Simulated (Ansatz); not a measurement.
**CsCl-type TiCo**

Calculation: rVV10 (plane waves, PAW; Ansatz, an electronic-structure program).

Settings: plane-wave cutoff 520 eV, 18×18×18 k mesh, Fermi–Dirac smearing 0.05 eV, no spin polarisation, scalar-relativistic PAW data made under PBE.

Cell: relaxed at this level.

```json
{
  "volume_per_atom": "13.26 Å³/atom",
  "bulk_modulus": "179 GPa",
  "lattice_constant_a": "2.982 Å",
  "band_gap": "none",
  "pressure derivative B′ of the bulk modulus": "4.2"
}
```

Measured, for comparison: equilibrium volume per atom 13.43 Å³/atom, bulk modulus 154 GPa, lattice constant a 2.995 Å (room temperature, no zero-point or thermal correction; as tabulated in Yamada et al. (2019), arXiv:1910.09660). Computed (rounded) less measured: equilibrium volume per atom -1.3 %, bulk modulus +16 %, lattice constant a -0.4 %. A static lattice is as a rule a little smaller and stiffer than an uncorrected measurement, which narrows the difference in the equilibrium volume per atom, lattice constant a and would widen misses of the other sign.

Computed values are for the static lattice.
